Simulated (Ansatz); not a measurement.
## Pressure series in MgO

Base system: MgO (space group P6_3/mmc, No. 194; a = 3.494 Å, c = 4.194 Å; a cell from a computed database, its experimental status unchecked).

Cell and atoms are relaxed at each pressure.

The values are results of PBEsol/PAW in Ansatz (an electronic-structure program), without spin-orbit coupling, not measurements.

Two rows of this table had their results exchanged by mistake.

| pressure | volume per atom (Å³) | shortest distance (Å) | band gap |
|---|---|---|---|
| pressure −2 GPa | 11.26 | 2.029 | 3.20 eV |
| pressure −1 GPa | 11.17 | 2.023 | 3.24 eV |
| pressure 0.3 GPa | 10.37 | 1.971 | 3.61 eV |
| pressure 0.7 GPa | 11.03 | 2.014 | 3.30 eV |
| pressure 1.5 GPa | 10.96 | 2.009 | 3.33 eV |
| pressure 3 GPa | 10.84 | 2.002 | 3.38 eV |
| pressure 5 GPa | 10.70 | 1.992 | 3.45 eV |
| pressure 7.5 GPa | 10.53 | 1.981 | 3.53 eV |
| pressure 10 GPa | 11.06 | 2.016 | 3.29 eV |

Task: Which two?

Result: The rows for pressure 0.3 GPa and pressure 10 GPa: the volume has to fall steadily with pressure, so 11.06 Å³ belongs to pressure 0.3 GPa and 10.37 Å³ to pressure 10 GPa.

Load acts through the strain it causes; cell and atoms are relaxed under it. No phonon test of stability was made. Competing high-pressure phases were not computed. This is not the structure that MgO has at room temperature and ambient pressure.
